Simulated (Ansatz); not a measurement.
System: Al₃BC₃ (P6₃/mmc, No. 194, 14 atoms in the cell; start mp-1214836). Method: PBE0 (Ansatz, a quantum-chemistry and plane-wave program, PAW).

Numerical settings: plane-wave cutoff 460 eV, 6×6×2 k mesh (along the axes of the cell as run), Fermi–Dirac smearing 0.01 eV, scalar-relativistic PAW data made under PBE.

Cell (relaxed with PBEsol):

```
Al3BC3
1.0
    3.41152     0.00000     0.00000
   -1.70576     2.95446     0.00000
    0.00000     0.00000    15.79106
Al B C
6 2 6
Cartesian
  0.00000   0.00000   3.94777
  0.00000   0.00000  11.84330
  0.00000   1.96964   1.92839
  1.70576   0.98482  13.86267
  1.70576   0.98482   9.82392
  0.00000   1.96964   5.96714
  0.00000   0.00000   0.00000
  0.00000   0.00000   7.89553
  0.00000   1.96964   3.94777
  1.70576   0.98482  11.84330
  0.00000   0.00000   1.44109
  0.00000   0.00000  14.34997
  0.00000   0.00000   9.33662
  0.00000   0.00000   6.45444
```

Task: Give the computed band gap, smallest direct gap on the k points sampled and Γ–Γ gap.

Result: 
band gap: 3.31 eV (on the SCF k mesh) (indirect)
smallest direct gap on the k points sampled: 3.91 eV
Γ–Γ gap: 4.80 eV

Note: cell and atoms aren't relaxed at this level (pressure -0.8 GPa).

Static lattice: no zero-point or thermal effects.

Cost on a shared machine: around 2.5 core-minutes (rough).

A start named mp-… is a Materials Project structure, which need not be a measured phase.
